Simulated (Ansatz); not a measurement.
Here is the system:

```yaml
crystal:
  lattice:
    - [2.54727, 0.00000, 0.00000]
    - [0.00000, 2.54727, 0.00000]
    - [1.27363, -1.27363, 1.75651]
  atoms:
    - { symbol: C, position: [0.00000, 0.00000, 0.00000] }
    - { symbol: C, position: [0.75000, 0.75000, 0.50000] }
```

No spin polarisation.

Method: LDA (Ansatz, a first-principles code), scalar-relativistic without spin-orbit coupling. Settings: 16×16×16 k-points, 0.05 eV Fermi–Dirac smearing.

### Question
What gap character does the calculation give?

### Answer
Indirect, Γ → Γ–M (75 % along).

### Question
Estimate the valence-band top at Γ (three highest levels, from the VBM).

### Answer
0.00, -0.37, -0.37 eV.

The cells carry an imposed strain or load. Stability against distortions was not tested. The cell was made from C in the diamond structure (space group Fd-3m, No. 227) by this change: biaxial strain +2.00 %, plane normal [001], relaxed out of plane.
